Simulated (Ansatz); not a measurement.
# fluorite-type NiSi2 (1 1 1) on silicon (1 1 1) (film strained to the substrate, faces as cut)

A periodic stack without vacuum, fluorite-type NiSi2 (1 1 1) on silicon (1 1 1) (film strained to the substrate, faces as cut): substrate slab Si10, film Ni3Si6, surface cells [[0, -1], [1, -1]] and [[0, -1], [1, -1]], film strained by +0.5 and +0.5 %, faces Si/Si and Si/Si as cut (like faces can put a slab off its formula).

The start was prepared with a machine-learned potential, and the result is one local minimum, with the in-plane cell held and forces under 0.04 eV/Å; the film can end far from its bulk form.

The numbers are results of PBE (plane waves to 420 eV, PAW; Ansatz, a quantum-chemistry and plane-wave program), not measurements. Spin–orbit coupling is left out; the runs are not spin-polarised; PBE gaps are too small against experiment. Its k-point mesh 9×9×1, Fermi–Dirac width 0.05 eV.

- interface area: 13.0 Å²
- period: 25.82 Å
- gaps between the outermost planes at the two interfaces: 2.36 and 2.36 Å
- Si–Si contacts across the interfaces within 1.22 times the sum of covalent radii: 2, mean 2.36 Å
- hole barrier (PBE): 0.26 eV
- electron barrier (PBE): 0.35 eV

```xyz
19
Lattice="3.8680 0.0000 -0.1468 1.9337 3.3496 -0.1469 0.9727 0.5606 25.7970" Properties=species:S:1:pos:R:3 pbc="T T T"
Si     1.9795     2.3791     1.8209
Si     3.8846     1.2455     0.9913
Si     2.0988     0.2140     5.0252
Si     2.0695     2.4300     4.1897
Si     4.1498     1.3986     8.0817
Si     2.1867     0.2651     7.3928
Si     2.3328     2.5817    11.2847
Si     4.2377     1.4484    10.4493
Si     2.4516     0.4168    14.4831
Si     6.2904     2.6334    13.5067
Ni     4.5047     1.5997    17.5839
Ni     2.6854     2.7808    20.6361
Ni     4.7377     3.9679    23.5412
Si     4.4728     3.8143    16.6902
Si     2.5918     2.7282    18.2013
Si     4.5923     1.6488    19.8563
Si     4.6469     3.9135    21.2690
Si     2.7827     2.8390    23.0711
Si     4.7693     1.7528    24.4346
```
